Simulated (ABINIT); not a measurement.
A series of runs on SrIn2Rh (Cmcm, 8 atoms in the cell)

Space group Cmcm (No. 63); a = 4.382 Å, b = 10.944 Å, c = 8.061 Å, α = β = γ = 90.00°

| atom | site | symmetry | x | y | z |
|---|---|---|---|---|---|
| Sr | 4c | m2m | 0.0000 | 0.0592 | 0.2500 |
| In | 8f | m.. | 0.0000 | 0.3427 | 0.0538 |
| Rh | 4c | m2m | 0.0000 | 0.2167 | 0.7500 |
(The calculation used a cell of 8 atoms; values per cell refer to that cell.)

Base run A: PBEsol, PAW (JTH v2.0 PBE PAW, files made for PBE) (ABINIT), self-consistent single point.

Its settings: pseudos = [Sr.GGA_PBE-JTH.xml, In.GGA_PBE-JTH.xml, Rh.GGA_PBE-JTH.xml]; ecut = 21 Ha; pawecutdg = 42 Ha; pawxcdev = 0; ixc = -116133; occopt = 3; tsmear = 0.00183747 Ha; ngkpt = 5 5 3; nshiftk = 1; shiftk = 0.5 0.5 0.5; potentials = JTH v2.0 PBE PAW; nband = 66; kptopt = 1; nstep = 60; toldfe = 1e-09 Ha.

The starting cell comes from a database of computed structures (which also holds hypothetical and non-ambient phases and stackings), without a prior relaxation at this level. Spin polarisation is off. The potentials were made for another functional than the one used.

ΔF is the free energy per atom less that of run A. 

Runs:
- B: lattice scaled by 0.97
- C: lattice scaled by 0.97; ecut: 21 Ha → 13 Ha; pawecutdg: 42 Ha → 26 Ha
- D: lattice scaled by 0.985
- E: lattice scaled by 0.985; ecut: 21 Ha → 13 Ha; pawecutdg: 42 Ha → 26 Ha
- F: lattice scaled by 1.015
- G: lattice scaled by 1.015; ecut: 21 Ha → 13 Ha; pawecutdg: 42 Ha → 26 Ha
- H: lattice scaled by 1.03
- I: lattice scaled by 1.03; ecut: 21 Ha → 13 Ha; pawecutdg: 42 Ha → 26 Ha
- J: ecut: 21 Ha → 13 Ha; pawecutdg: 42 Ha → 26 Ha

```csv
run,ΔF (meV/atom),pressure (GPa),largest force (eV/Å)
A,0.00,-2.32,0.085
B,16.9,5.06,0.458
C,89.4,2.29,0.486
D,-3.6,0.96,0.221
E,69.1,-1.68,0.230
F,24.0,-4.89,0.149
G,95.4,-7.28,0.143
H,64.6,-6.87,0.290
I,136.0,-9.21,0.287
J,71.8,-4.79,0.077
```

Run C against A: The free energy rises by 89.4 meV/atom, the pressure goes from -2.32 to 2.29 GPa and the largest force goes from 0.085 to 0.486 eV/Å.

Run G against A: The free energy goes up by 95.4 meV/atom, the pressure goes from -2.32 to -7.28 GPa and the largest force goes from 0.085 to 0.143 eV/Å.
